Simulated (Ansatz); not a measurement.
anatase TiO2 (0 0 1) on cubic SrTiO3 (0 0 1) (film strained to the substrate, faces as cut)

A periodic stack without vacuum, anatase TiO2 (0 0 1) on cubic SrTiO3 (0 0 1) (film strained to the substrate, faces as cut): substrate slab Sr4O10Ti3, film Ti8O16, surface cells [[0, 1], [-1, 0]] and [[0, 1], [-1, 0]], film strained by +3.6 and +3.6 %, faces OSr/OSr and O/O as cut (like faces can put a slab off its formula).

The start was prepared with a machine-learned potential, and the result is one local minimum, with the in-plane cell held and forces under 0.04 eV/Å; the film can end far from its bulk form.

Levels used, each named beside its values: PBE (plane waves to 420 eV, PAW; Ansatz, a quantum-chemistry and plane-wave program); HSE06 (plane waves to 420 eV, PAW; Ansatz). Geometries and values that name no level are of the first. Spin–orbit coupling is left out; PBE gaps are too small against experiment. Its k-point mesh 6×6×1, Fermi–Dirac width 0.05 eV. HSE06 ran on meshes of its own (5×5×5, 4×4×2); its edges and gaps are taken over the mesh and over extra points off it, mostly where PBE has its edges.

- interface area = 15.5 Å²
- period = 31.85 Å
- gaps between the outermost planes at the two interfaces = 1.75 and 1.75 Å
- O–Sr contacts across the interfaces within 1.22 times the sum of covalent radii = 8, mean 2.80 Å
- Sr–Ti contacts across the interfaces within 1.22 times the sum of covalent radii = 8, mean 3.40 Å
- O–Ti contacts across the interfaces within 1.22 times the sum of covalent radii = 2, mean 1.97 Å
- valence offset, film less substrate (PBE) = -0.48 eV
- conduction offset (PBE) = -0.46 eV
- valence offset, film less substrate (HSE06 edges on the PBE line-up) = -0.44 eV
- conduction offset (HSE06 edges on the PBE line-up) = -0.40 eV
- spin-polarised check at this geometry = falls back to no moment

```yaml
crystal:
  lattice:
    - [3.93688, 0.00009, 0.04536]
    - [-0.00011, 3.93668, 0.05520]
    - [1.37248, -0.51291, 31.86126]
  atoms:
    - { symbol: Sr, position: [0.88852, 0.97086, 0.02164] }
    - { symbol: O, position: [0.42142, 0.48118, 0.02176] }
    - { symbol: Sr, position: [0.84393, 0.96774, 0.14550] }
    - { symbol: Ti, position: [0.36510, 0.46527, 0.08368] }
    - { symbol: O, position: [0.88927, 0.48392, 0.08422] }
    - { symbol: O, position: [0.38946, 0.98383, 0.08296] }
    - { symbol: O, position: [0.36088, 0.48538, 0.14541] }
    - { symbol: Sr, position: [0.80231, 0.96892, 0.26912] }
    - { symbol: Ti, position: [0.31709, 0.46458, 0.20730] }
    - { symbol: O, position: [0.83282, 0.48725, 0.20721] }
    - { symbol: O, position: [0.33329, 0.98689, 0.20726] }
    - { symbol: O, position: [0.30001, 0.48757, 0.26904] }
    - { symbol: Sr, position: [0.76720, 0.97790, 0.39296] }
    - { symbol: Ti, position: [0.28872, 0.46875, 0.33095] }
    - { symbol: O, position: [0.76777, 0.48798, 0.33025] }
    - { symbol: O, position: [0.26748, 0.98784, 0.33150] }
    - { symbol: O, position: [0.23547, 0.48646, 0.39270] }
    - { symbol: Ti, position: [0.25882, 0.48394, 0.45436] }
    - { symbol: Ti, position: [0.56008, 0.44751, 0.67117] }
    - { symbol: O, position: [0.08120, 0.47148, 0.68221] }
    - { symbol: O, position: [0.20189, 0.98190, 0.46219] }
    - { symbol: O, position: [0.70847, 0.48130, 0.44790] }
    - { symbol: O, position: [0.16743, 0.47566, 0.51618] }
    - { symbol: Ti, position: [0.63982, 0.94433, 0.59822] }
    - { symbol: Ti, position: [0.13520, 0.00891, 0.52609] }
    - { symbol: O, position: [0.65611, 0.97871, 0.53683] }
    - { symbol: O, position: [0.61924, 0.47473, 0.60949] }
    - { symbol: O, position: [0.12762, 0.97272, 0.58705] }
    - { symbol: O, position: [0.58712, 0.97503, 0.65989] }
    - { symbol: Ti, position: [0.02809, 0.51020, 0.74376] }
    - { symbol: Ti, position: [0.39763, 0.47243, 0.96026] }
    - { symbol: O, position: [0.94818, 0.47331, 0.96658] }
    - { symbol: O, position: [0.04526, 0.98236, 0.75489] }
    - { symbol: O, position: [0.55890, 0.48582, 0.73260] }
    - { symbol: O, position: [0.03692, 0.48292, 0.80524] }
    - { symbol: Ti, position: [0.52343, 0.94797, 0.88861] }
    - { symbol: Ti, position: [0.05304, 0.01092, 0.81654] }
    - { symbol: O, position: [0.52394, 0.98451, 0.82753] }
    - { symbol: O, position: [0.49025, 0.48202, 0.89837] }
    - { symbol: O, position: [0.00074, 0.97862, 0.87784] }
    - { symbol: O, position: [0.45496, 0.97530, 0.95231] }
```
